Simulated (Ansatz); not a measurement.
White tin (β-Sn), treated with r²SCAN (Ansatz, a first-principles code, PAW).

Numerical settings: plane-wave cutoff 560 eV, 20×20×20 k mesh, Fermi–Dirac smearing 0.05 eV, scalar-relativistic PAW data made under PBE.

Shape and atoms are relaxed at each volume.

Pressure at four volumes; x = ln(V/27.590 Å³). One pressure is withheld.

| V (Å³/atom) | x | P (GPa) |
|---|---|---|
| 26.487 | -0.0408 | ? |
| 27.038 | -0.0202 | 1.15 |
| 27.590 | 0.0000 | 0.00 |
| 28.694 | 0.0392 | -1.93 |

**Question.** Pass a parabola P(x) through the three rows shown, estimate the bulk modulus and its pressure derivative near zero pressure, and predict the withheld pressure.

**Answer.** Slopes between the rows: (0.00 − (1.15))/(0.0000 − (-0.0202)) = -56.93 and (-1.93 − (0.00))/(0.0392 − (0.0000)) = -49.23 GPa. Their difference over the span 0.0594 is c = 7.70/0.0594 = 129.6 GPa, so P(x) = 1.15 + (-56.93)(x − (-0.0202)) + 129.6 (x − (-0.0202))(x − (0.0000)). At the middle row B = −dP/dx = −[-56.93 + 129.6 × 0.0202] = 54.3 GPa, and B′ = dB/dP = 2c/B = 4.8. At x = -0.0408 the parabola gives 2.43 GPa; the run gives 2.44 GPa. The Birch–Murnaghan fit to the energies at all volumes has B0 = 54.2 GPa and B′ = 4.8.

Measured, for comparison: bulk modulus 57.0 GPa (temperature not stated, not corrected to a static lattice; as tabulated in Chen et al. (2023), arXiv:2209.05059). Computed less measured: bulk modulus -4.9 %.

Spin–orbit coupling is not included.
